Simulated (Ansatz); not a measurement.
Base system: SnS₂ in the CdI2 type structure (space group P-3m1, No. 164; a = 3.669 Å, c = 5.806 Å; layered, stacked along the Cartesian z axis). Axes: x lies along a and z along c of the hexagonal cell.

The values are results of DFT with PBE-D3(BJ), PAW potentials and a 420 eV plane-wave cutoff in Ansatz (a first-principles code), no SOC, not measurements.

The change: every lattice vector is shortened by 1.71 %; the atoms relax in the strained cell.

### Question
Predict the stress tensor and what it implies for the stiffness.

### Answer
Stress of the strained cell less that of the base (GPa, compression positive):
```
   3.29    0.00    0.00
   0.00    3.29    0.00
   0.00    0.00    1.23
```

Then B = −ΔP/(ΔV/V₀) with ΔV/V₀ = -0.0504 gives secant stiffness values (nonlinear terms included at this strain): B (at held cell shape, above the free-shape value) ≈ 52 GPa.

As a check, the harmonic strain energy −½ V₀ Δσ:ε is 9.4 meV/atom; the computed energy rise is 8.8 meV/atom.

Whether these cells are dynamically stable was not tested.
